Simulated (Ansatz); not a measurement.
**A computed series for hypothetical diamond Ag: thickness series**

The parent structure is Ag in the diamond structure (space group Fd-3m, No. 227; a = 6.2178 Å; a hypothetical phase, not in the database extracts checked). Axes: x, y, z lie along the cube axes.

Free-standing slabs (2 atom(s) a layer) normal to [110] with 15 Å of vacuum; in-plane cell held at bulk.

Method: Ansatz (a first-principles code) PBE, without spin-orbit coupling.

Notes on the quantities. excess energy per area of both faces: slab less bulk energy over the cell's area: twice a surface energy; uncertain by up to 0.08 J/m²; layer's space group: with vacuum.

| variant | excess energy per area of both faces | layer's space group | shortest interatomic distance | thickness between the outermost nuclei |
|---|---|---|---|---|
| base | – | – | 2.692 Å | – |
| 1 layer | – | Pmma (No. 51) | 2.634 Å | – |
| 2 layers | 0.56 J/m² | Pmna (No. 53) | 2.679 Å | 2.20 Å |
| 3 layers | 0.58 J/m² | Pmma (No. 51) | 2.678 Å | 4.44 Å |
| 4 layers | 0.59 J/m² | Pmna (No. 53) | 2.677 Å | 6.64 Å |
| 5 layers | 0.59 J/m² | Pmma (No. 51) | 2.681 Å | 8.85 Å |
| 6 layers | 0.6 J/m² | Pmna (No. 53) | 2.684 Å | 11.04 Å |
| 7 layers | 0.6 J/m² | Pmma (No. 51) | 2.683 Å | 13.26 Å |

The excess energy carries the mismatch between the slab's and the bulk's meshes. No phonon test of stability was made.
